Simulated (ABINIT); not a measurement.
**Equation of state of CuAu-type CuAu (space group 123): energy against volume (ABINIT, PBEsol)**

```
CELL_PARAMETERS angstrom
      2.71870     0.00000     0.00000
      0.00000     2.71870     0.00000
      0.00000     0.00000     3.56344
ATOMIC_POSITIONS crystal
  Cu 0.00000 0.00000 0.00000
  Au 0.50000 0.50000 0.50000
```

Level of theory: PBEsol, norm-conserving pseudopotentials (PseudoDojo nc-sr-04 PBEsol standard) (plane waves; ABINIT). Settings: pseudos = [Cu.upf, Au.upf]; ecut = 60 Ha; ixc = -116133; occopt = 3; tsmear = 0.05 eV; ngkpt = 13 13 10; nshiftk = 1; shiftk = 0 0 0; potentials = PseudoDojo nc-sr-04 PBEsol standard; nband = 25; kptopt = 1; nstep = 100; tolvrs = 1e-10. The cell above is the first row's. The rows scale it uniformly. In all rows fractional positions and the k mesh are held. E is the free energy at the stated smearing, counted from the lowest row.

| V (Å^3/atom) | E (meV/atom) |
|---|---|
| 13.1693 | 45.88 |
| 13.4556 | 22.37 |
| 13.7419 | 7.57 |
| 14.0282 | 0.42 |
| 14.3145 | 0.00 |
| 14.6008 | 5.49 |
| 14.8871 | 16.15 |
| 15.1733 | 31.34 |
| 15.4596 | ? |

Using the third-order Birch-Murnaghan form, a cubic in V^(-2/3), estimate the missing E at V = 15.4596 from the other rows, showing the fit.

With u = V^(-2/3) - 0.171, the rows have u = 0.008318, 0.005766, 0.003302, 0.000922, -0.001378, -0.003603, -0.005756, -0.007840. Least squares gives E = -0.500 + 450.19·u + 595241·u² + 2523231·u³. Residuals (row less fit): -0.001, 0.001, 0.003, -0.003, -0.003, 0.003, 0.001, -0.001; standard error 0.003 (degrees of freedom: 4). Its minimum lies at u = -0.000379, so V0 = (0.170621)^(-3/2) = 14.19. There d²E/du² = 1185000 and d³E/du³ = 1.514e7, so B0 = (4/9) × 14.19^(-7/3) × 1185000 × 0.160218 = 173 GPa (the last factor turns the table's units into GPa), and B0' = 4 + (2/3) × 0.170621 × (1.514e7)/1185000 = 5.5. The program's pressures in the fitted runs (not shown) pass through zero at V = 14.19, 0.01 % from this V0. At the withheld row, u = -0.009861, so E = -0.500 + 450.19 × (-0.009861) + 595241 × (-0.009861)² + 2523231 × (-0.009861)³ = 50.522 meV/atom. The calculation gives 50.49 meV/atom, 0.032 meV/atom below the prediction (0.1 % of the range of E in the table). The row lies outside the fitted rows, so this is an extrapolation. From the scatter of the fitted rows alone, a prediction at this place has a standard error of 0.008 meV/atom, so the miss is 4.2 times that.

Carrying the step between the two nearest rows on in a straight line would have given 46.54, off by 3.95; series whose last step already gives the withheld value aren't shown. The scan was laid around a cell of about the measured size, scaled by a guess for this functional; axis ratios and inner coordinates come from that cell. The runs keep the symmetry of the cell, so they don't test it for distortions. Spin polarisation is off. Spin-orbit coupling is off. The shape of the cell and the inner coordinates aren't relaxed, so V0 and B0 belong to this uniform scaling; a relaxed crystal lies no higher in energy and is usually softer. Cutoffs and mesh are single choices, not tested for convergence of this quantity. Series with a scatter that would blur these digits, or in which a gap closes, are not shown. Nor are scans whose minimum lies at an end fitted in this form.

Terms beyond the fitted order, or numerical noise in single rows, can give a miss of this size; the table doesn't tell which.
